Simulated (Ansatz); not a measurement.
The reference is C in the diamond structure (space group Fd-3m, No. 227; a = 3.560 Å). Axes: x, y, z lie along the cube axes.

Calculations: Kohn–Sham DFT with the r2SCAN functional, run in Ansatz (a first-principles code) with PAW and 500 eV plane waves, no SOC.

Before the change:

The valence-band top at Γ is 0.00, 0.00, 0.00 eV and the band gap comes out as 4.36 eV.

Now apply this change: compressive biaxial strain of 1.67 % in the plane normal to [111], as in epitaxy on a mismatched substrate; the out-of-plane cell vector and the atoms relax.

### Question
Predict the new ratio −ε⊥/ε∥.

### Answer
The ratio −ε⊥/ε∥ comes out as 0.10.

### Question
What happens to the valence-band top at Γ?

### Answer
The valence-band top at Γ (three highest levels, from the VBM) goes from 0.00, 0.00, 0.00 eV to 0.00, 0.00, -0.07 eV.

### Question
Predict the new band gap.

### Answer
The band gap goes up by 0.04 eV to 4.40 eV.

### Question
Predict the new in-plane stress.

### Answer
The mean in-plane stress (compression positive) is +23.2 GPa.

No phonon test of stability was made.
